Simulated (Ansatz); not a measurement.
Data:

```xyz
2
Lattice="4.3008 0.0000 0.0000 2.1504 3.7246 0.0000 2.1504 -1.2415 3.5679" Properties=species:S:1:pos:R:3 pbc="T T T"
Cd     0.0000     0.0000     0.0121
Se     4.3008     0.0000     2.6639
```

No spin polarisation.

Computed with Ansatz (an electronic-structure program) r2SCAN, no spin-orbit coupling. Settings: 9×9×9 k-points, 0.05 eV Fermi–Dirac smearing.

Task: Estimate the mean in-plane stress (compression positive).

Result: +0.7 GPa.

Task: Estimate the electron mass.

Result: 0.094 mₑ (at Γ).

Task: What is the computed gap character?

Result: Direct at Γ.

The cells carry an imposed strain or load. Effective masses come from finite differences of ±0.01 Å⁻¹. Whether these cells are dynamically stable was not tested. The cell was made from CdSe in the zinc blende structure (space group F-43m, No. 216) by this change: biaxial strain −0.83 %, plane normal [111], relaxed out of plane.
